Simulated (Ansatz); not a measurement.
The parent structure is InSb in the zinc blende structure (space group F-43m, No. 216; a = 6.556 Å). Axes: x, y, z lie along the cube axes.

Computed with r2SCAN (Ansatz, a first-principles code, PAW, no spin-orbit coupling).

Before the change:

```
Item      Value
--------  -----
Band gap   zero
```

One thing is altered: the cell is compressed by 3.61 % along x with no lateral relaxation; the atoms relax in the strained cell.

Problem. What does the calculation give for the band gap and energy relative to the base after the change?

Solution. The band gap changes from zero to 0.12 eV; the energy grows by 9.4 meV/atom.

Spin-orbit coupling, missing from the scalar runs, can matter with Sb. Whether these cells are dynamically stable was not tested. The final runs are not spin-polarised. Gaps under 0.05 eV, about the width of the smearing, are given as zero. A zero or small gap of InSb can be the functional's error rather than a property of the material.
